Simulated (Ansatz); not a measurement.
Levels about the gap of amorphous In9Ga9Zn9O38Sn (66 atoms in a cell of 836 Å³, 5.91 g/cm³; zone centre alone, so wide bands show as single levels with stretches between that a denser mesh fills), at the geometry that PBE relaxed, where it gives 3.1 GPa on a denser mesh. The participation number counts the atoms over which a state spreads; weights are charges in smoothed Voronoi cells. The levels come from a single point, so bond lengths are those of that geometry. Method of the levels: PBE, scalar-relativistic without spin-orbit coupling (Ansatz, a first-principles code). Sampling: the zone centre alone; Fermi-Dirac width 0.02 eV; no spin polarisation. At PBE the levels at the filled edge of the gap are localised (band-tail or defect states).

A CHGNet melt-quench gave the starting glass, which DFT then relaxed. O atoms were pushed apart under 1.9 Å during the dynamics, to hinder bonds among them. The hot cell started wider than the set density and was brought back towards it in steps. It is the lowest in DFT energy of 2 quenches. It is a model cell: composition and starting density were chosen by hand, and all elements were melted together. No dispersion term was used. Its density started from a set value of 5.91 and ended at 5.91 g/cm³. The quench (nominally 260 K/ps over its main leg) was far faster than any real one, so the model tends to hold more defects than a real film. A cell of this size samples the disorder only roughly. The volume was held where the preparation left it and the shape relaxed, at a PBE pressure of 3.1 GPa. Stress components on the final sampling reach 3.2 GPa.

```json
[
 {"E - E(highest filled), eV": "-0.35", "filling": "filled", "participation number": "20.5", "largest on": "O, 3 neighbours", "weight O": "0.87", "weight In": "0.02", "weight Zn": "0.09", "weight Ga": "0.02"},
 {"E - E(highest filled), eV": "-0.32", "filling": "filled", "participation number": "20.9", "largest on": "O, 3 neighbours", "weight O": "0.80", "weight In": "0.01", "weight Zn": "0.16", "weight Ga": "0.02"},
 {"E - E(highest filled), eV": "-0.30", "filling": "filled", "participation number": "15.5", "largest on": "O, 3 neighbours", "weight O": "0.89", "weight In": "0.02", "weight Zn": "0.07", "weight Ga": "0.02"},
 {"E - E(highest filled), eV": "-0.27", "filling": "filled", "participation number": "19.5", "largest on": "O, 3 neighbours", "weight O": "0.86", "weight In": "0.01", "weight Zn": "0.11", "weight Ga": "0.02"},
 {"E - E(highest filled), eV": "-0.17", "filling": "filled", "participation number": "14.9", "largest on": "O, 3 neighbours", "weight O": "0.82", "weight In": "0.02", "weight Zn": "0.15", "weight Ga": "0.01"},
 {"E - E(highest filled), eV": "-0.11", "filling": "filled", "participation number": "14.4", "largest on": "O, 3 neighbours", "weight O": "0.86", "weight In": "0.01", "weight Zn": "0.11", "weight Ga": "0.02"},
 {"E - E(highest filled), eV": "0.00", "filling": "filled", "participation number": "9.4", "largest on": "O, 4 neighbours", "weight O": "0.78", "weight In": "0.02", "weight Zn": "0.18", "weight Ga": "0.01"},
 {"E - E(highest filled), eV": "0.73", "filling": "empty", "participation number": "58.2", "largest on": "In, 5 neighbours", "weight O": "0.51", "weight In": "0.22", "weight Zn": "0.13", "weight Ga": "0.12"},
 {"E - E(highest filled), eV": "3.13", "filling": "empty", "participation number": "17.2", "largest on": "In, 5 neighbours", "weight O": "0.56", "weight In": "0.35", "weight Zn": "0.05", "weight Ga": "0.04"},
 {"E - E(highest filled), eV": "3.40", "filling": "empty", "participation number": "26.3", "largest on": "In, 5 neighbours", "weight O": "0.58", "weight In": "0.24", "weight Zn": "0.05", "weight Ga": "0.06"},
 {"E - E(highest filled), eV": "3.80", "filling": "empty", "participation number": "37.1", "largest on": "In, 5 neighbours", "weight O": "0.59", "weight In": "0.20", "weight Zn": "0.05", "weight Ga": "0.13"},
 {"E - E(highest filled), eV": "3.86", "filling": "empty", "participation number": "30.0", "largest on": "In, 5 neighbours", "weight O": "0.58", "weight In": "0.30", "weight Zn": "0.06", "weight Ga": "0.06"},
 {"E - E(highest filled), eV": "4.01", "filling": "empty", "participation number": "41.5", "largest on": "In, 6 neighbours", "weight O": "0.56", "weight In": "0.27", "weight Zn": "0.09", "weight Ga": "0.08"},
 {"E - E(highest filled), eV": "4.15", "filling": "empty", "participation number": "30.6", "largest on": "In, 5 neighbours", "weight O": "0.55", "weight In": "0.26", "weight Zn": "0.09", "weight Ga": "0.07"}
]
```

Most localised among these is the filled level at +0.00 eV, on a O atom, which has 4 neighbours (In 2.05 Å, Zn 2.10 Å, In 2.16 Å, Zn 2.16 Å).
